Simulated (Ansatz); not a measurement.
The parent structure is LiF in the rock salt structure (space group Fm-3m, No. 225; a = 4.008 Å).

All numbers come from Ansatz (a first-principles code), PBEsol, PAW, cutoff 420 eV, no spin-orbit coupling.

Base values:

| Quantity | Result |
|---|---|
| Gap between the host's bands | 9.05 eV |

Perturbation: hole doping at 7.0×10^20 cm⁻³ (0.0113 per cell), with a uniform compensating background at fixed cell and a 300 K Fermi–Dirac width.

Problem. Estimate the effect on the gap between the host's bands.

Solution. The gap between the host's bands grows by 0.036 eV to 9.08 eV.

Problem. Predict the new Fermi level from band edge.

Solution. The Fermi level relative to the doped band's edge (positive inside the band; to 0.05 eV) comes out as -0.05 eV.

Carriers are added with a uniform compensating background; total energy and stress of such cells depend on the potential's zero and are not compared; many-body gap narrowing is missing at this level. No phonon test of stability was made.
